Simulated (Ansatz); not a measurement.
Output of an Ansatz run (abridged):

```
WARN ansatz: RAYON_NUM_THREADS=1 ignored (pool sized by the plan → 1); use --threads N
Pseudopotentials: kind: paw
Pseudopotential: Cu, paw, valence charge 19
Pseudopotential: Ag, paw, valence charge 19
Pseudopotential: O, paw, valence charge 6
Crystal: 4 atoms, lattice volume = 50.590 Å³
Basis set: ecut = 420 eV, 985 PW (Γ)
Bands: 30, of which v1, the nominal top of the filled ones, is band 25 counted from 1 (24 counted from 0)
Symmetry: 4 space group operations
Space group: Pmm2 (ITA 25), of the structure as read, at distance tolerance 3.7e-5 Å
k-points: 90 of 400 (time reversal used)
PAW frozen core: Cu, regenerated for the run's functional, and the local potential with it
PAW frozen core: Ag, regenerated for the run's functional, and the local potential with it
PAW frozen core: O, regenerated for the run's functional, and the local potential with it
Initial density: superposition of atomic densities (neutral atoms: chi_scale 0, normalization atom), corrected by the library's trained network
Initial wavefunctions: pseudopotential atomic-orbital guess
Eigensolver: davidson
Functional: x = slater, c = lda
SCF iter   1: F=—  HF=-15120.821122 eV  |F-HF|=—  |Δ(HF+E_count)|=         —  Δρ=2.07e-2  dr2=1.72e-1  ethr=1.77e-3  ⟨swp⟩=5.3  Hψ=9882  notcnv=0
all-band conjugate gradients solve this SCF's bands
preconditioner: auto → LDOS
SCF iter   2: F=—  HF=-15120.835722 eV  |F-HF|=—  |Δ(HF+E_count)|=   1.46e-2  Δρ=2.60e-2  dr2=2.01e-1  ethr=3.43e-4  ⟨swp⟩=2.0  Hψ=5968  notcnv=0
SCF iter   3: F=—  HF=-15120.771284 eV  |F-HF|=—  |Δ(HF+E_count)|=   6.44e-2  Δρ=3.91e-3  dr2=7.23e-3  ethr=3.43e-4  ⟨swp⟩=2.0  Hψ=4500  notcnv=0
SCF iter   4: F=—  HF=-15120.770184 eV  |F-HF|=—  |Δ(HF+E_count)|=   1.10e-3  Δρ=1.85e-3  dr2=1.62e-3  ethr=1.45e-5  ⟨swp⟩=2.6  Hψ=4609  notcnv=0
SCF iter   5: F=—  HF=-15120.769833 eV  |F-HF|=—  |Δ(HF+E_count)|=   3.51e-4  Δρ=5.86e-4  dr2=1.78e-4  ethr=3.24e-6  ⟨swp⟩=2.4  Hψ=4026  notcnv=0
SCF iter   6: F=—  HF=-15120.769795 eV  |F-HF|=—  |Δ(HF+E_count)|=   3.74e-5  Δρ=2.84e-4  dr2=2.71e-5  ethr=3.56e-7  ⟨swp⟩=2.0  Hψ=3661  notcnv=0
SCF iter   7: F=—  HF=-15120.769796 eV  |F-HF|=—  |Δ(HF+E_count)|=   3.72e-7  Δρ=1.48e-4  dr2=8.39e-6  ethr=5.42e-8  ⟨swp⟩=1.0  Hψ=2765  notcnv=0
SCF iter   8: F=—  HF=-15120.769795 eV  |F-HF|=—  |Δ(HF+E_count)|=   8.80e-7  Δρ=4.59e-5  dr2=7.58e-7  ethr=1.68e-8  ⟨swp⟩=1.0  Hψ=2700  notcnv=0
SCF iter   9: F=-15120.769795 eV  HF=-15120.769795 eV  |F-HF|=1.97e-9  |Δ(HF+E_count)|=   8.24e-8  Δρ=5.14e-6  dr2=2.42e-9  ethr=2.00e-10  ⟨swp⟩=2.8  Hψ=9820  notcnv=0
SCF 1 converged in 9 iterations: F = -15120.769795 eV  dr2 = 2.42e-9
SCF converged after 9 iterations
Free energy (F): -15120.769795 eV
Harris-Foulkes:  -15120.769795 eV  (|F-HF|=1.97e-9)
Internal energy: -15120.703634 eV  (E = F + TS)
E sigma→0 (E₀):  -15120.736715 eV
Entropy (-TS):   -0.066161 eV (-16.540 meV/atom)
Fermi energy:    10.618588 eV
--- Per-component energies (eV) ---
  E_band       = -809.208876
  E_kinetic    = 1167.420246
  E_local      = -8256.051197  (includes V_loc(G=0)·N_el)
  E_nonlocal   = 576.730813
  E_hartree    = 3579.361192
  E_xc         = -414.527505
  E_vxc        = -532.356729  (∫ρ·V_xc dr)
  E_paw        = -5649.627932  (= ΣΔE_a)
  E_vpaw       = -923.679163  (= ΣTr[D̂ρ^β])
  E_aug_tail   = 0.005206  (compensation charges beyond the density's cutoff)
  E_ewald      = -6125.382769
  E_core_change = 1.368311  (= ΣΔE_core)
  E_smearing   = -0.066161  (= −TS)
  E_closure    = 0.000000  (closes the sum)
  Σ components = -15120.769795   (vs F -15120.769795, Δ=0.00e0)
--- Forces (eV/Å), atoms counted from 1 ---
  atom   1  Cu     0.00000000    -0.00000000    -1.16533580
  atom   2  Ag     0.00000000     0.00000000     0.15555800
  atom   3  O      0.00000000    -0.00000000     0.36989288
  atom   4  O      0.00000000     0.00000000     0.63988822
  max |Σ_I F_I| component: 3.29e-6 eV/Å
--- Stress (GPa, compression-positive) ---
       -3.918400       0.000000      -0.000000
        0.000000      -6.230913      -0.000000
       -0.000000      -0.000000      -7.971323
  P = ⅓ Tr σ = -6.0402 GPa (-60.402 kbar)
  The stress holds the Pulay correction. Without it, at fixed plane waves, as pw.x and ABINIT print it: P = -6.7452 GPa
--- Band table (eV; the first three rows and the last of 90) ---
  k-point 0: bands = ["-101.7646", "-80.4505", "-59.7901", "-59.7424", "-59.1578", "-44.0053", "-43.9779", "-43.9685", "-8.6171", "-7.2627", "2.7126", "4.6310", "4.7749", "5.5913", "6.5672", "6.9087", "7.2753", "7.6612", "7.7748", "7.7806", [...]
  k-point 1: bands = ["-101.7646", "-80.4505", "-59.7901", "-59.7424", "-59.1578", "-44.0053", "-43.9779", "-43.9685", "-8.5480", "-7.3657", "3.0310", "4.6452", "4.7966", "5.5960", "6.2853", "6.6098", "7.1599", "7.2681", "7.7816", "7.8974", [...]
  k-point 2: bands = ["-101.7646", "-80.4505", "-59.7901", "-59.7424", "-59.1578", "-44.0053", "-43.9779", "-43.9685", "-8.4043", "-7.5629", "3.8459", "4.6692", "4.8360", "5.2609", "5.6557", "6.3138", "7.0063", "7.2269", "7.7948", "7.8115", [...]
  k-point 89: bands = ["-101.7632", "-80.4412", "-59.8120", "-59.7396", "-59.1577", "-44.0966", "-44.0108", "-43.9561", "-7.5840", "-7.1036", "3.9843", "4.7714", "4.8800", "4.9900", "5.3632", "5.8030", "6.4299", "7.5587", "7.5717", "7.7250", [...]
```

The structure:

```xyz
4
Lattice="2.8080 0.0000 0.0000 0.0000 3.3438 0.0000 0.0000 0.0000 5.3880" Properties=species:S:1:pos:R:3 pbc="T T T"
Cu     1.4040     1.6719     2.7440
Ag     0.0000     0.0000     0.0000
O      0.0000     1.6719     1.4593
O      0.0000     1.6719     3.9286
```

Question: What input produced this log?

Answer: Other spellings and defaults could give the same log, and not every line can be read from it. The input that was run (DFT, LDA (PW92), plane waves, default PAW files made with PBE):

Ansatz 0.2 input:
```yaml
crystal:
  lattice:
    - [2.807991, 0.000000, 0.000000]
    - [0.000000, 3.343828, 0.000000]
    - [0.000000, 0.000000, 5.387967]
  atoms:
    - { symbol: Cu, position: [0.500000, 0.500000, 0.509280] }
    - { symbol: Ag, position: [0.000000, 0.000000, 0.000000] }
    - { symbol: O, position: [0.000000, 0.500000, 0.270850] }
    - { symbol: O, position: [0.000000, 0.500000, 0.729150] }
basis:
  ecutwfc: 420.0
kpoints:
  mp_grid: { grid: [10, 8, 5] }
hamiltonian:
  xc: lda
  pseudopotentials: { kind: paw }
scf:
  occupations: { method: fermi_dirac, width: 0.1 }
output:
  forces: true
  eigenvalues: true
  stress: true
```

The starting cell comes from a database of computed structures (which also holds hypothetical and non-ambient phases and stackings), without a prior relaxation at this level. Its lattice was rescaled by up to half a per cent. One atom was moved a little off its site on purpose. Spin polarisation is off, so a magnetic state, if there is one, cannot be reached. With a pressure of about -6 GPa the cell is away from its equilibrium volume at this level. Forces in this geometry exceed 1 eV/Å. Ansatz's pressure includes its estimate of the finite-basis (Pulay) stress. Without the estimate this run gives -6.75 GPa. The run gives no clean gap (levels at the Fermi energy touch, overlap or are partly filled at this smearing), which alone does not show that the compound is a metal.

Ansatz is a program for electronic structure.
